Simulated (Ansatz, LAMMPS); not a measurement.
Si well of 12 atomic layers along [001] in random Si0.8Ge0.2, Ge share that oscillates in the well

Cell 16.58 × 16.58 × 49.53 Å, Si550Ge98, 648 atoms. Prepared with Tersoff's 1989 multicomponent potential (SiCGe.tersoff) in LAMMPS: minimisation. 

These are PBE, support functions at accuracy medium on the grid of 370 eV (norm-conserving potentials; Ansatz, a quantum-chemistry and plane-wave program) values and carry that method's errors.

Basis: localised support functions (accuracy medium) on a full density matrix. k-points: zone centre alone; occupations: Fermi-Dirac, 0.010 eV; spin polarisation not allowed. Spin-orbit coupling is left out.

```
Quantity                                                                                         Result
----------------------------------------------  -------------------------------------------------------
Kohn-Sham gap of the cell on its k-mesh                                                         0.52 eV
weight of the highest filled level on the well                                                     0.30
weight of the lowest empty level on the well                                                       0.78
coordination (neighbours within 2.848 Å)                                                 100.0 % 4-fold
Ge-Ge bonds, mean ± spread                                                              2.467 ± 0.006 Å
Ge-Si bonds, mean ± spread                                                              2.422 ± 0.006 Å
Si-Si bonds, mean ± spread                                                              2.377 ± 0.006 Å
bond angles, mean ± spread                                                                109.5° ± 0.9°
pressure                                                                                      -0.58 GPa
cost of the final run                           very roughly 70 core-minutes, 19 SCF iterations, 13 GiB
```
